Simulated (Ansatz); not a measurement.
Reference: GaAs (F-43m), r2SCAN with spin-orbit coupling, rigid bands (plane waves, PAW; Ansatz, a first-principles code); axes and stresses refer to this cell.

```yaml
crystal:
  lattice:
    - [0.00000, 2.82931, 2.82931]
    - [2.82931, 0.00000, 2.82931]
    - [2.82931, 2.82931, 0.00000]
  atoms:
    - { symbol: Ga, position: [0.00000, 0.00000, 0.00000] }
    - { symbol: As, position: [0.25000, 0.25000, 0.25000] }
```

The hole conductivity mass comes out as 0.40 mₑ, the electron conductivity mass comes out as 0.059 mₑ and the Seebeck coefficient, n-type 1e19 cm⁻³ comes out as -46 μV/K.

Problem. Change: hydrostatic pressure of -1.2 GPa (compression positive). What happens to hole conductivity mass, electron conductivity mass, Seebeck coefficient, n-type 1e19 cm⁻³?

Solution. hole conductivity mass moves little, to 0.41 mₑ; electron conductivity mass decreases to 0.052 mₑ; Seebeck coefficient, n-type 1e19 cm⁻³ decreases in size to -40 μV/K.

Masses are for dilute carriers at 300 K, harmonic means over directions unless an axis is named. Seebeck coefficients are for the stated density at 300 K, with one relaxation time for all states and whether or not that doping can be reached. Stresses and pressures are the targets of the relaxation.  The structure type is held under load, also where the real crystal would transform.
